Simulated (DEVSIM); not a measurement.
Structure: illuminated Si p-on-n cell, one wavelength, at 300 K.

Layer 1 from the left is Si, thickness (μm) 0.440, Na (cm⁻³) 4.4e18, τn (s) 3.4e-8, τp (s) 3.4e-9, absorption coefficient (cm⁻¹) 210. Layer 2 from the left is Si, thickness (μm) 34.0, Nd (cm⁻³) 1e15, τn (s) 1.5e-7, τp (s) 1.5e-7, absorption coefficient (cm⁻¹) 210.

Left contact: ohmic, minority electron recombination velocity 1e5 cm/s. Right contact: ohmic, minority hole recombination velocity 1000 cm/s. Voltage is applied to the left contact. Recombination: SRH at mid-gap, radiative, Auger. Light enters at the left, 2e15 photons cm⁻² s⁻¹, one pass, no reflection. Mobility is μmin + (μ − μmin)/(1 + (N/Nref)^α).

Constants are typed, rounded textbook-type inputs, not results; the design itself was drawn at random and stands for no fabricated device. Values at 300 K.

Si: gap (eV) 1.124, affinity (eV) 4.05, permittivity 11.7, Nc (cm⁻³) 2.86e19, Nv (cm⁻³) 3.1e19, μn (cm²/Vs) 1417, μp (cm²/Vs) 470, μn,min 52, μp,min 45, Nref,n 9.7e16, Nref,p 2.2e17, αn 0.68, αp 0.72, B (cm³/s) 4.7e-15, Cn (cm⁶/s) 2.8e-31, Cp (cm⁶/s) 9.9e-32.

Model (solved in DEVSIM): 1D drift-diffusion, Boltzmann statistics, complete ionisation; no tunnelling, impact ionisation, image-force lowering or self-heating.

Question: What does the simulation give for the open-circuit voltage, the share of generated pairs collected at short circuit?

Answer: open-circuit voltage 0.318 V; share of generated pairs collected at short circuit 0.465.
